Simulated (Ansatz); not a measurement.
```yaml
crystal:
  lattice:
    - [0.00000, 2.55686, 2.55686]
    - [2.55686, 0.00000, 2.55686]
    - [2.55686, 2.55686, 0.00000]
  atoms:
    - { symbol: Se, position: [0.25000, 0.25000, 0.25000] }
    - { symbol: Be, position: [0.00000, 0.00000, 0.00000] }
```

No spin polarisation.

Calculations: Ansatz (an electronic-structure program) PBE, no spin-orbit coupling. Γ-centred 11×11×11 mesh, Fermi–Dirac width 0.05 eV.

Question: Predict the band gap and width of the top valence band.

Answer: 
* **Band gap**: 2.59 eV
* **Width of the top valence band**: 3.37 eV

Load acts through the strain it causes; cell and atoms are relaxed under it. No phonon test of stability was made. The cell was made from BeSe in the zinc blende structure (space group F-43m, No. 216) by this change: pressure 3 GPa.
